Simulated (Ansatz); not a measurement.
AlP (model structure, started from the BN type, Pm-3n, No. 223, 12 atoms in the cell), treated with PBEsol (Ansatz, a quantum-chemistry and plane-wave program, plane waves, PAW).

Settings: plane-wave cutoff 520 eV, 6×6×6 k mesh, Fermi–Dirac smearing 0.01 eV, scalar-relativistic PAW data made under PBE.

Computed at the level's own relaxed cell.

```yaml
crystal:
  lattice:
    - [6.72584, 0.00000, 0.00000]
    - [0.00000, 6.72584, 0.00000]
    - [0.00000, 0.00000, 6.72584]
  atoms:
    - { symbol: Al, position: [0.25000, 0.00000, 0.50000] }
    - { symbol: Al, position: [0.50000, 0.25000, 0.00000] }
    - { symbol: Al, position: [0.50000, 0.75000, 0.00000] }
    - { symbol: Al, position: [0.75000, 0.00000, 0.50000] }
    - { symbol: Al, position: [0.00000, 0.50000, 0.75000] }
    - { symbol: Al, position: [0.00000, 0.50000, 0.25000] }
    - { symbol: P, position: [0.25000, 0.50000, 0.00000] }
    - { symbol: P, position: [0.00000, 0.25000, 0.50000] }
    - { symbol: P, position: [0.00000, 0.75000, 0.50000] }
    - { symbol: P, position: [0.75000, 0.50000, 0.00000] }
    - { symbol: P, position: [0.50000, 0.00000, 0.75000] }
    - { symbol: P, position: [0.50000, 0.00000, 0.25000] }
```

Task: List the 34 lowest band energies at Γ above −25 eV (eV, relative to the valence band maximum), grouping those that round alike.

Result: At Γ: -11.50, -10.42 (×2), -9.09 (×3), -6.00 (×2), -5.00 (×3), -4.77, -2.32 (×3), -1.66 (×3), -1.41 (×3), 0.00 (×3), 1.62 (×3), 2.41, 3.32 (×3), 3.58, 3.73 (×2).

Note: the relaxation could raise the start's symmetry but not lower it, so the cell can be a saddle point.

A model structure was made by putting elements into a prototype or built by hand; it is no filed structure, need not be a known phase, and can be a saddle point held by its symmetry.
